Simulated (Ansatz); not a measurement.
The starting structures come from a database of crystals and need not be the phases stable at ambient conditions.

 Where the default PAW files enter, the runs use the earlier of Ansatz's two default sets.

Inside the gap of an insulator the Bloch states are evanescent, with a wavenumber k + iκ along the transport direction.

Here is the system:

```xyz
6
Lattice="3.2431 0.0000 0.0000 0.0000 8.9884 0.0000 0.0000 -3.9591 4.4622" Properties=species:S:1:pos:R:3 pbc="T T T"
Sb     1.6216     7.0172     0.7882
Sb     1.6216    -1.9879     3.6740
Sb     0.0000     3.9463     2.0510
Sb     0.0000     1.0830     2.4112
Os     1.6216     4.4942     0.0000
Os     0.0000     0.0000     0.0000
```

Space group of this cell: Pnnm. The cell is taken as given.

Transport runs along the normal of the first two printed cell vectors.

The gap is the functional's own. No spin-orbit coupling. Mid-gap values are interpolated on the energy grid.

Q: Estimate the band gap and the smallest decay constant κ at mid-gap that r2SCAN in Ansatz (a quantum-chemistry and plane-wave program) returns for this system.

A: Gap 0.56 eV on a 10×8×8 mesh; κ = 0.116 1/Å, at (0.200, 0.000) of the in-plane reciprocal vectors. At the zone centre, at the nearest computed energy, the slowest state has κ = 0.17 1/Å.
